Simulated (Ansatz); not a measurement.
The parent structure is TiAl (space group P4/mmm, No. 123; relaxed with 0.1 eV smearing).

```yaml
crystal:
  lattice:
    - [2.76616, 0.00000, 0.00000]
    - [0.00000, 2.76616, 0.00000]
    - [0.00000, 0.00000, 4.00209]
  atoms:
    - { symbol: Ti, position: [0.00000, 0.00000, 0.00000] }
    - { symbol: Al, position: [0.50000, 0.50000, 0.50000] }
```

Cartesian axes are those of the cell as printed.

Computed with LDA (Ansatz, a program for electronic structure, PAW, no spin-orbit coupling).

It is then changed as follows: the cell is compressed by 1.00 % along x with no lateral relaxation; the atoms relax in the strained cell.

Problem. Predict the stress tensor and what it implies for the stiffness.

Solution. Stress of the strained cell less that of the base (GPa, compression positive):
```
    2.2     0.0     0.0
    0.0     0.7     0.0
    0.0     0.0     1.0
```

Then −Δσ_ii/ε with ε = -0.0100 gives relaxed-ion elastic constants: C11 ≈ 219 GPa, C12 ≈ 71 GPa and C13 ≈ 102 GPa.

Stability against distortions was not tested. All final runs are without spin polarisation.
